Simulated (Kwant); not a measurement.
Model: Hückel tight-binding model, one pz orbital an atom, one spin, coherent transport at 0 K (Kwant). Conductance is in e²/h.

Device: π system c1ccc2c(c1)-c1cccc3cccc-2c13 between two chain leads. The π system is taken as planar. Atoms are numbered from 0 in the order of the SMILES. Site energies (eV, carbon 0): [0.0, 0.0, 0.0, 0.0, 0.0, 0.0, 0.0, 0.0, 0.0, 0.0, 0.0, 0.0, 0.0, 0.0, 0.0, 0.0]. Bonds (i, j, β in eV): (0,1,-2.4) (1,2,-2.4) (2,3,-2.4) (3,4,-2.4) (4,5,-2.4) (4,6,-2.4) (6,7,-2.4) (7,8,-2.4) (8,9,-2.4) (9,10,-2.4) (10,11,-2.4) (11,12,-2.4) (12,13,-2.4) (13,14,-2.4) (14,15,-2.4) (5,0,-2.4) (15,6,-2.4) (14,3,-2.4) (15,10,-2.4). Leads: chains of hopping −3.6 eV, joined by −0.72 eV to atoms 7 and 11.

Site energies and bond integrals are typed Hückel values.

Sweep values stay those of the base run.

One input was changed, with this effect: transmission at E = 0 0.0011 → 0.0036.

Question: Which change was it?
A) contacts moved from atoms [7, 11] to [0, 12]
B) contacts moved from atoms [7, 11] to [9, 11]
C) contacts moved from atoms [7, 11] to [7, 9]
D) contacts moved from atoms [7, 11] to [0, 2]
E) contacts moved from atoms [7, 11] to [0, 1]
F) contacts moved from atoms [7, 11] to [2, 13]

Answer: E, contacts moved from atoms [7, 11] to [0, 1]
